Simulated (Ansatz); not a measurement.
Base system: SiC in the zinc blende structure (space group F-43m, No. 216).

```xyz
2
Lattice="0.0000 2.1784 2.1784 2.1784 0.0000 2.1784 2.1784 2.1784 0.0000" Properties=species:S:1:pos:R:3 pbc="T T T"
Si     0.0000     0.0000     0.0000
C      1.0892     1.0892     1.0892
```

Cartesian axes are those of the cell as printed.

The values are results of PBEsol (Ansatz, a first-principles code, PAW, scalar-relativistic without spin-orbit coupling), not measurements.

Base values:

Valence-band top at Γ: 0.00, 0.00, 0.00 eV
Valley order: X along ⟨100⟩ 1.24 eV

Perturbation: a pure shear with ε_xy = ε_yx = 0.0114, atoms relaxed at fixed cell.

Q: What happens to the valence-band top at Γ, energy relative to the base and valley order?

A: The valence-band top at Γ (three highest levels, from the VBM) becomes 0.00, -0.12, -0.23 eV (base: 0.00, 0.00, 0.00 eV); the energy rises by 4.1 meV/atom; the valley order (the lowest conduction-band minima on the path, energy above the VBM, named in the base's zone) changes from X along ⟨100⟩ 1.24 eV to X along [001] 1.10 eV; X along [010] 1.12 eV.

The levels and masses belong to the bands next to the band gap. The cells carry an imposed strain or load. Whether these cells are dynamically stable was not tested.
